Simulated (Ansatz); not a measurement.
C11b WSi₂ was calculated with r²SCAN-D4 in Ansatz (PAW).

Run with plane-wave cutoff 560 eV, 24×24×24 k mesh, Fermi–Dirac smearing 0.05 eV, no spin polarisation, scalar-relativistic PAW data made under PBE.

Energies at three volumes about the minimum:

| V (Å³/atom) | E − E_lowest (meV/atom) |
|---|---|
| 13.040 | 4.09 |
| 13.306 | 0.00 |
| 13.572 | 3.82 |

Fit a parabola by hand: where is the minimum, and what is the bulk modulus?

Slopes: (0.00 − 4.09)/(13.306 − 13.040) = -15.376 and (3.82 − 0.00)/(13.572 − 13.306) = 14.361 meV/Å³. Curvature E″ = 2 × (14.361 − (-15.376))/(13.572 − 13.040) = 111.793 meV/Å⁶. From the middle of the first interval, the slope vanishes at V0 = 13.1730 − (-15.376)/111.793 = 13.311 Å³/atom. B = V0 E″ = 13.311 × 111.793 meV/Å³ × 0.1602 GPa per meV/Å³ = 238 GPa. The full Birch–Murnaghan fit to all volumes gives V0 = 13.306 Å³/atom and B0 = 238 GPa.

Shape and atoms are relaxed at each volume.

Ansatz is a quantum-chemistry and plane-wave program.
